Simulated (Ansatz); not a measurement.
Base system: InAs in the zinc blende structure (space group F-43m, No. 216; a = 6.1863 Å).

One thing is altered: a hydrostatic pressure of 45 GPa.

Levels (all Ansatz, a program for electronic structure, PAW): PBE (420 eV, no spin-orbit coupling); HSE06+SOC (420 eV, with spin-orbit coupling).

The geometry is relaxed with PBE.

| Quantity | Result |
|---|---|
| PBE valence-band top at Γ | 0.00, 0.00, 0.00 eV |
| PBE band gap | 0.87 eV |

Problem. Predict the valence-band top at Γ and band gap from HSE06+SOC.

Solution. The valence-band top at Γ (three highest Kramers pairs, from the VBM) changes from 0.00, 0.00, 0.00 eV to 0.00, 0.00, -0.43 eV; the band gap goes up by 0.42 eV (0.87 eV → 1.29 eV). The threefold valence maximum splits by Δso ≈ 0.43 eV.

Single points use the geometry relaxed with PBE. HSE06 was sampled on its mesh, a few special points and the semilocal edge points, so its gap is an upper bound. The spin-orbit shifts are approximate. Load acts through the strain it causes; cell and atoms are relaxed under it. Stability against distortions was not tested. The runs without spin-orbit coupling are not spin-polarised. Measured, InAs leaves this structure (for rock salt) near 7 GPa (temperature not stated; as listed in Datta, Sujoy, Jana, Debnarayan, arXiv (2020)). A zero or small gap of InAs can be the functional's error rather than a property of the material.
